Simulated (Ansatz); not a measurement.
The starting structures come from a database of crystals and need not be the phases stable at ambient conditions.

```
CELL_PARAMETERS angstrom
      6.52320     0.00000     0.00000
      0.10965     6.83013     0.00000
      3.26160     0.00000     5.66770
ATOMIC_POSITIONS crystal
  K  0.67557 0.99813 0.68840
  K  0.32443 0.00187 0.31160
  K  0.63603 0.50187 0.68840
  K  0.36397 0.49813 0.31160
  Hf 0.95112 0.75000 0.09776
  Hf 0.04888 0.25000 0.90224
  F  0.06834 0.95386 0.80196
  F  0.93166 0.04614 0.19804
  F  0.12970 0.54614 0.80196
  F  0.87030 0.45386 0.19804
  F  0.38461 0.22568 0.61096
  F  0.61539 0.77432 0.38904
  F  0.00443 0.27432 0.61096
  F  0.99557 0.72568 0.38904
  F  0.30321 0.77731 0.97460
  F  0.69679 0.22269 0.02540
  F  0.72219 0.72269 0.97460
  F  0.27781 0.27731 0.02540
```

Space group of this cell: C2/c. The cell is taken as given; by PBEsol its mean pressure is 1.4 GPa.

Transport runs along the normal of the first two printed cell vectors.

The gap is the functional's own. No spin-orbit coupling. Mid-gap values are interpolated on the energy grid.

### Question
Predict the band gap and the smallest decay constant κ at mid-gap from PBEsol (Ansatz, a first-principles code).

### Answer
Gap 6.58 eV on a 6×6×6 mesh; κ = 0.556 1/Å, at the zone centre.
